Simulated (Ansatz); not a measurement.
For WSi (model structure, started from the WC type, P-6m2, No. 187, 2 atoms in the cell), PBE-D3(BJ) in Ansatz (PAW) gives:

```
Property               Value
-------------------  -------
lattice constant a   3.100 Å
lattice parameter c  3.511 Å
```

Task: What does r²SCAN (Ansatz, a program for electronic structure, PAW) give for the same quantities?

Result: 
- lattice constant a: 3.134 Å (grows by 1.1 %)
- lattice parameter c: 3.488 Å (decreases by 0.7 %)

Changes are worked out from the printed values.

Unless a cell is named, each level is at its own relaxed cell (PBE-D3(BJ) 14.61, r²SCAN 14.83 Å³/atom).

Levels without +SOC leave out spin–orbit coupling, which shifts energies and cells of such heavy elements.

Ansatz's density-functional and Hartree–Fock values are scalar-relativistic unless marked +SOC, with PAW data made under PBE.

A model structure was made by putting elements into a prototype or built by hand; it is no filed structure, need not be a known phase, and can be a saddle point held by its symmetry.
